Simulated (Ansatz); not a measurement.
## PBE against r2SCAN: GaSb, pressure −2 GPa

The parent structure is GaSb in the zinc blende structure (space group F-43m, No. 216; a = 6.2141 Å).

(Cell as relaxed with PBE.)

Levels (all Ansatz, a first-principles code, PAW, earlier PAW set): PBE (420 eV, spin-orbit coupling left out); r2SCAN (500 eV, no spin-orbit coupling).

Each level relaxes its own structure.

| base | PBE | r2SCAN |
|---|---|---|
| volume per atom | 29.99 Å³ | 28.84 Å³ |
| lattice parameter a | 6.214 Å | 6.134 Å |
| band gap | zero | 0.41 eV |

One thing is altered: a negative pressure, −2 GPa.

| quantity | PBE | r2SCAN |
|---|---|---|
| band gap | zero | 0.10 eV |
| lattice parameter a | 6.320 Å | 6.220 Å |

They disagree on the band gap; PBE's lattice parameter a lies 0.1006 Å above r2SCAN's (1.6 %). Neither level is exact; r2SCAN is the comparison here, not a measurement.

Spin-orbit coupling, missing from the scalar runs, can matter with Sb. Load acts through the strain it causes; cell and atoms are relaxed under it. Stability against distortions was not tested. The final runs are not spin-polarised. A zero or small gap of GaSb and GaSb under pressure −2 GPa can be the functional's error rather than a property of the material.
